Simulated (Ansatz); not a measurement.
Start from MoTe2 in the 2H-MoS2 type structure (space group P6_3/mmc, No. 194; a = 3.497 Å, c = 13.697 Å; layered, stacked along the Cartesian z axis). Axes: x lies along a and z along c of the hexagonal cell.

The values are results of PBE-D3(BJ)/PAW in Ansatz (a quantum-chemistry and plane-wave program), spin-orbit coupling left out, earlier PAW set, not measurements.

Base values:

- Band gap = 0.60 eV
- Gap character = indirect, Γ → K–Γ (44 % along)

Modification: uniaxial stress, 3 GPa compression along z, with the cell and atoms free to relax against it.

Q: What does the calculation give for the band gap, secant Young's modulus along z and gap character after the change?

A: The band gap shrinks by 0.38 eV (0.60 eV → 0.22 eV); the secant Young's modulus along z is 84 GPa; the gap character changes from indirect, Γ → K–Γ (44 % along) to indirect, K–Γ (87 % along) → K–Γ (44 % along).

Spin-orbit coupling, missing from the scalar runs, can matter with Te. Load acts through the strain it causes; cell and atoms are relaxed under it. Beyond what the load breaks, stability against distortions was not tested. The program warned that a D3 coordination switch lies within reach, so dispersion energies are less smooth here. A zero or small gap of MoTe2 under uniaxial stress, 3 GPa compression along z can be the functional's error rather than a property of the material.
